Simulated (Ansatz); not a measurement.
# Evanescent states of CdS (F-43m, zinc blende, 2 atoms a cell, 25.5 Å³ an atom) along the normal of (001)

Computed with r2SCAN (plane waves, PAW; Ansatz, an electronic-structure program).

The gap is the functional's own. No spin-orbit coupling. Mid-gap values are those at the computed energy nearest the middle.

Energies count from the valence-band top; κ is the least over a 8×8 mesh across the current.

| E (eV) | κ (1/Å) | where |
|---|---|---|
| 0.04 | 0.043 | Γ |
| 0.14 | 0.072 | Γ |
| 0.23 | 0.090 | Γ |
| 0.32 | 0.103 | Γ |
| 0.41 | ___ | Γ |
| 0.49 | ___ | Γ |
| 0.58 | ___ | Γ |
| 0.68 | ___ | Γ |
| 0.77 | ___ | Γ |
| 0.85 | ___ | Γ |
| 0.94 | ___ | Γ |
| 1.03 | ___ | Γ |
| 1.12 | ___ | Γ |
| 1.22 | 0.101 | Γ |
| 1.30 | 0.088 | Γ |
| 1.40 | 0.071 | Γ |
| 1.49 | 0.043 | Γ |

### Question
Complete the blanks.

### Answer

- 0.41, κ (1/Å): 0.112
- 0.49, κ (1/Å): 0.118
- 0.58, κ (1/Å): 0.123
- 0.68, κ (1/Å): 0.125
- 0.77, κ (1/Å): 0.125
- 0.85, κ (1/Å): 0.124
- 0.94, κ (1/Å): 0.121
- 1.03, κ (1/Å): 0.117
- 1.12, κ (1/Å): 0.110
